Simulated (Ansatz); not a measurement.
ZnS (F-43m) under hydrostatic pressure: electron conductivity mass by r2SCAN with spin-orbit coupling, rigid bands (plane waves, PAW; Ansatz, a first-principles code). The unloaded cell, whose axes the loads refer to:

ZnS is modelled in the cubic space group F-43m (No. 216), the zinc blende structure, Pearson symbol cF8. Cell: a = b = c = 5.389 Å, α = β = γ = 90.00°. Zn on 4a is coordinated by 4 S at 2.334 Å (tetrahedral). S on 4d is surrounded by 4 Zn at 2.334 Å (tetrahedral). (Neighbours: up to the widest gap in distance over summed covalent radii, below 1.35, at either atom; cation-cation and far metal-metal contacts left out.)
(The calculation used a cell of 2 atoms; values per cell refer to that cell.)

```
hydrostatic pressure (GPa)  volume per atom (Å³)  electron conductivity mass (mₑ)
--------------------------  --------------------  -------------------------------
-2                                         20.10                            0.201
0                                          19.56                            0.205
2                                          19.10                            0.209
5                                          18.49                                ?
10                                         17.67                            0.221
```

Problem. Fit a straight line to ln(electron conductivity mass) against the load over the rows given, and predict the row at 5 GPa.

Solution. The means are x̄ = 2.500 GPa and ȳ = -1.5661; Σ(x − x̄)(y − ȳ) = 0.6427 and Σ(x − x̄)² = 83.00, so the slope is 0.774 % per GPa, and the rows given lie within 0.45 % of the line. At 5 GPa the line gives 0.213 mₑ; the calculation gives 0.214 mₑ, 0.49 % from it.

Masses are for dilute carriers at 300 K, harmonic means over directions unless an axis is named. Stresses and pressures are the targets of the relaxation. The structure type is held at every load. Geometry: cell and atoms relaxed with r2SCAN.
